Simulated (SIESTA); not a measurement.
A self-consistent single point of NiP₄ (C2/c, 20 atoms in the cell) with SIESTA.

Method: GGA PBEsol, numerical atomic orbitals TZP, PseudoDojo PBEsol standard norm-conserving potentials (rewritten from UPF to PSML) in SIESTA.

```xyz
20
Lattice="2.6623 -5.4224 0.0000 2.6623 5.4224 0.0000 -0.6628 0.0000 11.5695" Properties=species:S:1:pos:R:3 pbc="T T T"
Ni     1.3311     2.7112     0.0000
Ni     0.9997    -2.7112     5.7848
Ni     2.4965     4.5448     2.8924
Ni     2.1651    -4.5448     8.6771
P      1.1291     2.5750     9.1322
P      3.5326    -2.5750     2.4374
P      3.2012     2.5750     8.2221
P      1.4605    -2.5750     3.3474
P      1.4439     0.7391     3.2996
P      3.2178    -0.7391     8.2699
P      3.5492     0.7391     2.4851
P      1.1125    -0.7391     9.0844
P      2.0054     1.0618     5.5150
P      2.6563    -1.0618     6.0546
P      2.9877     1.0618     0.2698
P      1.6740    -1.0618    11.2997
P      2.1250     4.3942     5.2331
P      2.5367    -4.3942     6.3364
P      2.8681     4.3942     0.5516
P      1.7936    -4.3942    11.0179
```

Reference input (self-consistent single point, DFT, GGA PBEsol, numerical atomic orbitals TZP, PseudoDojo PBEsol standard norm-conserving potentials (rewritten from UPF to PSML)): XC.functional = GGA; XC.authors = PBEsol; potentials = PseudoDojo PBEsol standard; PAO.BasisSize = TZP; PAO.EnergyShift = 0.005 Ry; MeshCutoff = 300 Ry; kgrid.MonkhorstPack = 7 7 3; OccupationFunction = MP; OccupationMPOrder = 0; ElectronicTemperature = 0.2 eV; MaxSCFIterations = 150; SCF.Mixer.Method = Pulay. This run's input differs from it in these lines:

```diff
@@ -44,2 +44,3 @@
 PAO.EnergyShift              0.005 Ry
+PAO.SplitNorm                0.3
 MeshCutoff                   300 Ry
```

Log, with long lists cut:

```
        iscf     Eharris(eV)        E_KS(eV)     FreeEng(eV)     dDmax    Ef(eV) dHmax(eV)
   scf:    1   -21029.801213   -21190.864406   -21191.157893  1.722779 -3.157654 31.539222
   scf:    2   -20940.876587   -21189.735011   -21189.859731  0.393851 -4.773963 32.441001
   scf:    3   -21288.270253   -21253.126359   -21253.281573  0.214899 -4.242012 10.214423
   scf:    4   -21255.782290   -21259.590230   -21259.781457  0.114715 -3.930150  4.933460
   scf:    5   -21249.848029   -21255.919077   -21256.136670  0.078265 -3.794397  8.419284
   scf:    6   -21233.056997   -21254.158738   -21254.317408  0.105235 -4.251902  9.879485
   [... lines left out ...]
   scf:   10   -21260.463977   -21260.471341   -21260.658956  0.012756 -4.010933  0.181990
   scf:   11   -21260.469812   -21260.471871   -21260.660102  0.002505 -4.006660  0.078071
   scf:   12   -21260.470724   -21260.471340   -21260.659695  0.000400 -4.005800  0.120007
   scf:   13   -21260.472766   -21260.472220   -21260.660325  0.000825 -4.007544  0.030475
   scf:   14   -21260.472356   -21260.472293   -21260.660357  0.000144 -4.007841  0.018310
   scf:   15   -21260.472412   -21260.472359   -21260.660371  0.000187 -4.008215  0.000430
   scf:   16   -21260.472359   -21260.472359   -21260.660371  0.000015 -4.008239  0.000363
SCF Convergence by DM+H criterion
max |DM_out - DM_in|         :     0.0000152227
max |H_out - H_in|      (eV) :     0.0003632848
SCF cycle converged after 16 iterations

Using DM_out to compute the final energy and forces

siesta: E_KS(eV) =           -21260.4724

siesta: E_KS - E_eggbox =    -21260.4724

siesta: Atomic forces (eV/Ang):
     1   -0.000000   -0.000000    0.000000
     2    0.000000   -0.000000   -0.000000
     3    0.000000    0.161499   -0.000000
   [... 17 lines left out ...]
   Tot   -0.000000   -0.000000   -0.000000
   Max    0.503169
   Res    0.230084    sqrt( Sum f_i^2 / 3N )
   Max    0.503169    constrained

Stress tensor Voigt[x,y,z,yz,xz,xy] (kbar):       99.81      102.97       96.82       -0.00       -2.48       -0.00
(Free)E + p*V (eV/cell)   -21281.4808
Target enthalpy (eV/cell)   -21260.6604

   [... lines left out ...]
siesta: FreeEng =    -21260.660371
   [... lines left out ...]
siesta:     0.062294   -0.000000   -0.001549
siesta:    -0.000000    0.064271   -0.000000
siesta:    -0.001549   -0.000000    0.060428

siesta: Cell volume =        334.029533 Ang**3

siesta: Pressure (static):
siesta:                Solid            Molecule  Units
siesta:          -0.00067887         -0.00085890  Ry/Bohr**3
siesta:          -0.06233103         -0.07886011  eV/Ang**3
siesta:         -99.86532552       -126.34783344  kBar
```

The run converged in 16 iterations. Against the reference run the free energy hardly moves (within 1 meV/atom), the pressure goes from -9.84 to -9.99 GPa and the largest force goes from 0.558 to 0.514 eV/Å.

The starting cell comes from a database of computed structures (which also holds hypothetical and non-ambient phases and stackings), without a prior relaxation at this level. Its lattice was rescaled by a random factor within 2.5 % of one. Spin polarisation is off, so a magnetic state, if there is one, cannot be reached. Values carry the incompleteness of an atom-centred basis. With a pressure of about -10 GPa the cell is away from its equilibrium volume at this level.

Cost on one core of a shared machine: roughly 6 min.
